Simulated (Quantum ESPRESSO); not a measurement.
Input and output of a self-consistent single point for Fe4N (Pm-3m, 5 atoms in the cell) (Quantum ESPRESSO).

Method: PBEsol, GBRV 1.5 ultrasoft (PBESOL) pseudopotentials (plane waves; Quantum ESPRESSO).

The change in words: lattice scaled by 0.98. Reference geometry:
```yaml
crystal:
  lattice:
    - [3.67367, 0.00000, 0.00000]
    - [0.00000, 3.67367, 0.00000]
    - [0.00000, 0.00000, 3.67367]
  atoms:
    - { symbol: Fe, position: [0.00000, 0.50000, 0.50000], spin: 4.0 }
    - { symbol: Fe, position: [0.50000, 0.00000, 0.50000], spin: 4.0 }
    - { symbol: Fe, position: [0.50000, 0.50000, 0.00000], spin: 4.0 }
    - { symbol: Fe, position: [0.00000, 0.00000, 0.00000], spin: 4.0 }
    - { symbol: N, position: [0.50000, 0.50000, 0.50000] }
```
(The spins are starting values, not results.)

Reference input (self-consistent single point, DFT, PBEsol, plane waves, GBRV 1.5 ultrasoft (PBESOL) pseudopotentials): ecutwfc = 50 Ry; ecutrho = 400 Ry; occupations = smearing; smearing = fermi-dirac; degauss = 0.0073499 Ry; nspin = 2; potentials = {Fe: fe_pbesol_v1.5.uspp.F.UPF, N: n_pbesol_v1.2.uspp.F.UPF}; K_POINTS = automatic 7 7 7 0 0 0; conv_thr = 1e-09 Ry; mixing_beta = 0.3. This run's input differs from it in these lines:

```diff
@@ -10,3 +10,3 @@
  ibrav = 1,
- A = 3.6736700000,
+ A = 3.6001970000,
  nat = 5,
@@ -29,7 +29,7 @@
 ATOMIC_POSITIONS angstrom
-Fe    0.0000000000    1.8368350000    1.8368350000
-Fe    1.8368350000    0.0000000000    1.8368350000
-Fe    1.8368350000    1.8368350000    0.0000000000
+Fe    0.0000000000    1.8000985000    1.8000985000
+Fe    1.8000985000    0.0000000000    1.8000985000
+Fe    1.8000985000    1.8000985000    0.0000000000
 Fe    0.0000000000    0.0000000000    0.0000000000
-N     1.8368350000    1.8368350000    1.8368350000
+N     1.8000985000    1.8000985000    1.8000985000
 K_POINTS automatic
```

The program printed (abridged):

```
     Self-consistent Calculation

     iteration #  1     ecut=    50.00 Ry     beta= 0.30

     total energy              =   -1019.20718416 Ry
     estimated scf accuracy    <       7.82770673 Ry

     total magnetization       =     9.04 Bohr mag/cell
     absolute magnetization    =     9.20 Bohr mag/cell

     iteration #  2     ecut=    50.00 Ry     beta= 0.30

     total energy              =   -1019.56973983 Ry
     estimated scf accuracy    <       5.55807277 Ry

     total magnetization       =     7.85 Bohr mag/cell
     absolute magnetization    =     8.04 Bohr mag/cell

     iteration #  3     ecut=    50.00 Ry     beta= 0.30

   [... lines left out ...]

     total energy              =   -1020.90982657 Ry
     estimated scf accuracy    <          6.8E-09 Ry

     total magnetization       =     6.80 Bohr mag/cell
     absolute magnetization    =     7.06 Bohr mag/cell

     iteration # 21     ecut=    50.00 Ry     beta= 0.30

     Magnetic moment per site  (integrated on atomic sphere of radius R)
     atom   1 (R=0.206)  charge= 12.7192  magn=  1.2114
     atom   2 (R=0.206)  charge= 12.7192  magn=  1.2114
     atom   3 (R=0.206)  charge= 12.7192  magn=  1.2114
     atom   4 (R=0.206)  charge= 12.6494  magn=  2.5922
     atom   5 (R=0.206)  charge=  4.0229  magn= -0.0134
     End of self-consistent calculation

     the Fermi energy is    19.8979 ev

!    total energy              =   -1020.90982657 Ry
     estimated scf accuracy    <          7.8E-10 Ry
     smearing contrib. (-TS)   =      -0.01205701 Ry
     internal energy E=F+TS    =   -1020.89776957 Ry

     total magnetization       =     6.80 Bohr mag/cell
     absolute magnetization    =     7.06 Bohr mag/cell

     convergence has been achieved in  21 iterations

     Forces acting on atoms (cartesian axes, Ry/au):

     atom    1 type  1   force =     0.00000000    0.00000000    0.00000000
   [... zero for the other atoms too ...]

     Total force =     0.000000     Total SCF correction =     0.000000

          total   stress  (Ry/bohr**3)                   (kbar)     P=      196.63
   0.00133665   0.00000000   0.00000000          196.63        0.00        0.00
   0.00000000   0.00133665   0.00000000            0.00      196.63        0.00
   0.00000000   0.00000000   0.00133665            0.00        0.00      196.63

   JOB DONE.
```

The run converged in 21 iterations. Against the reference run the free energy goes up by 43.5 meV/atom, the pressure goes from 4.91 to 19.66 GPa and the size of the net moment goes from 1.60 to 1.36 μB/atom.

The starting cell comes from a database of computed structures (which also holds hypothetical and non-ambient phases and stackings), without a prior relaxation at this level. For this run, on top of that: lattice scaled by 0.98. The magnetic order is the one reached from the typed start; others were not searched systematically. With a pressure of about 20 GPa the cell is away from its equilibrium volume at this level.

Cost on one core of a shared machine: roughly 3 min.
